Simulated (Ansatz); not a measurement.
Base system: GaN in the wurtzite structure (space group P6_3mc, No. 186; a = 3.183 Å, c = 5.184 Å). Axes: x lies along a and z along c of the hexagonal cell.

Computed with r2SCAN (Ansatz, a quantum-chemistry and plane-wave program, PAW, no SOC).

Strains are applied to the cell and any free atomic positions relax; under biaxial strain the out-of-plane vector relaxes too.

One change was made to it. Results:

```csv
quantity,base,after
"valence-band top at Γ (three highest levels, from the VBM)","0.00, 0.00, -0.04 eV","0.00, -0.04, -0.11 eV"
"pressure (mean of the normal stresses, compression positive)",0.00 GPa,0.00 GPa
```

Name the change that was made.
A) biaxial strain +3.84 %, plane normal [001], relaxed out of plane
B) biaxial strain −1.22 %, plane normal [001], relaxed out of plane
C) tensor shear ε_yz = −0.95 %

C, tensor shear ε_yz = −0.95 %. For comparison, the valence-band top at Γ in the other runs: biaxial strain −1.22 %, plane normal [001], relaxed out of plane gives 0.00, 0.00, -0.16 eV; biaxial strain +3.84 %, plane normal [001], relaxed out of plane gives 0.00, -0.22, -0.22 eV.

The levels and masses belong to the bands next to the band gap. Whether these cells are dynamically stable was not tested.
